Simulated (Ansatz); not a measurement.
System: SnF4 (I4/mmm, No. 139). Method: r²SCAN in Ansatz (plane waves, PAW).

Settings: plane-wave cutoff 500 eV, 14×14×14 k mesh, Fermi–Dirac smearing 0.05 eV, scalar-relativistic PAW data made under PBE.

Cell (relaxed at this level):

```
CELL_PARAMETERS angstrom
     -2.03869     2.03869     3.93338
      2.03869    -2.03869     3.93338
      2.03869     2.03869    -3.93338
ATOMIC_POSITIONS crystal
  Sn 0.00000 0.00000 0.00000
  F  0.76012 0.76012 0.00000
  F  0.23988 0.23988 0.00000
  F  0.50000 0.00000 0.50000
  F  0.00000 0.50000 0.50000
```

Q: Estimate the band gap that the calculation returns.

A: 
band gap: 4.20 eV (on the SCF k mesh)

Spin–orbit coupling is not included.

Static lattice: no zero-point or thermal effects.

Ansatz is a quantum-chemistry and plane-wave program.
